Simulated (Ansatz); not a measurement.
## Al3Sc (model structure, started from the A15 type, Pm-3n, No. 223, 8 atoms in the cell): properties by level of theory

```csv
level (code),lattice parameter a (Å),formation enthalpy (eV/atom)
PBE (Ansatz),5.307,-0.154
PBEsol (Ansatz),5.261,-0.157
PBE-D3(BJ) (Ansatz),5.235,-0.149
```

Ansatz's density-functional and Hartree–Fock values are scalar-relativistic unless marked +SOC, with PAW data made under PBE.

A model structure was made by putting elements into a prototype or built by hand; it is no filed structure, need not be a known phase, and can be a saddle point held by its symmetry.

Ansatz is an electronic-structure program.
